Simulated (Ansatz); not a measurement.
The parent structure is ZnO in the wurtzite structure (space group P6_3mc, No. 186; a = 3.235 Å, c = 5.211 Å).

Now apply this change: full substitution Zn → Mg, then cell and atoms are relaxed.

Levels (all Ansatz, a program for electronic structure, PAW, earlier PAW set): r2SCAN (500 eV, spin-orbit coupling left out); HSE06 (420 eV, without spin-orbit coupling).

The geometry is relaxed with r2SCAN.

| Property | Result |
|---|---|
| r2SCAN lowest conduction level above the VBM at special points | Γ 4.22 eV; A 6.72 eV; L 8.16 eV |

### Question
What does HSE06 give at this geometry for the lowest conduction level above the VBM at special points?

### Answer
The lowest conduction level above the VBM at special points goes from Γ 4.22 eV; A 6.72 eV; L 8.16 eV to Γ 5.15 eV; A 7.72 eV; L 9.14 eV.

Single points use the geometry relaxed with r2SCAN. The levels and masses belong to the bands next to the band gap. Stability against distortions was not tested. For MgO in this form, whether it has been made was not checked. This is not the structure that MgO has at room temperature and ambient pressure.
